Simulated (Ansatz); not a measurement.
Base system: ZnS in the wurtzite structure (space group P6_3mc, No. 186).

```
CELL_PARAMETERS angstrom
      3.78232     0.00000     0.00000
     -1.89116     3.27559     0.00000
      0.00000     0.00000     6.20791
ATOMIC_POSITIONS crystal
  Zn 0.66667 0.33333 0.99967
  Zn 0.33333 0.66667 0.49967
  S  0.66667 0.33333 0.62553
  S  0.33333 0.66667 0.12553
```

Levels (all Ansatz, an electronic-structure program, PAW, earlier PAW set): PBEsol (420 eV, scalar-relativistic without spin-orbit coupling); r2SCAN (500 eV, no spin-orbit coupling); HSE06 (420 eV, no SOC); PBEsol+SOC (420 eV, noncollinear with spin-orbit coupling).

Levels that relaxed their own cell: PBEsol.

| level | band gap |
|---|---|
| PBEsol | 2.15 eV |
| r2SCAN | 2.86 eV |
| HSE06 | 3.53 eV |
| PBEsol+SOC | 2.13 eV |

**Question.** From these computed values, estimate the measured ones, and say how each level misses.

**Answer.** Measured: band gap 3.91 eV (temperature not stated; as listed in Mehmet Aras, Çetin Kılıç, The Journal of Chemical Physics (2014)). Computed minus measured — band gap: PBEsol -1.76 eV, r2SCAN -1.05 eV, HSE06 -0.38 eV, PBEsol+SOC -1.78 eV (closest: HSE06). Measured values not marked as corrected hold thermal and zero-point effects that the static-lattice runs lack. A measured gap can be an optical one, lowered by exciton binding.

Single points use the geometry relaxed with PBEsol. Differences between runs with and without spin-orbit coupling are approximate. Whether these cells are dynamically stable was not tested.
